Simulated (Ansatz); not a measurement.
## hypothetical diamond Zn with two functionals, pressure 3 GPa

The reference is Zn in the diamond structure (space group Fd-3m, No. 227; a = 5.8268 Å; a hypothetical phase, not in the database extracts checked).

(Cell as relaxed with PBE.)

Levels (all Ansatz, a first-principles code, PAW): PBE (420 eV, no spin-orbit coupling); PBEsol (420 eV, no SOC).

Each level relaxes its own structure.

```tsv
base	PBE	PBEsol
volume per atom	24.73 Å³	22.61 Å³
lattice parameter a	5.827 Å	5.655 Å
band gap	zero	zero
```

It is then changed as follows: cell and atoms relaxed at a pressure of 3 GPa.

```tsv
quantity	PBE	PBEsol
lattice parameter a	5.650 Å	[?]
band gap	zero	[?]
```

Problem. Predict the PBEsol column.

Solution. 
- lattice parameter a, PBEsol: 5.525 Å
- band gap, PBEsol: zero

PBE's lattice parameter a lies 0.1255 Å above PBEsol's (2.3 %); the two agree on the band gap. Neither level is exact; PBEsol is the comparison here, not a measurement.

Load acts through the strain it causes; cell and atoms are relaxed under it. No phonon test of stability was made.
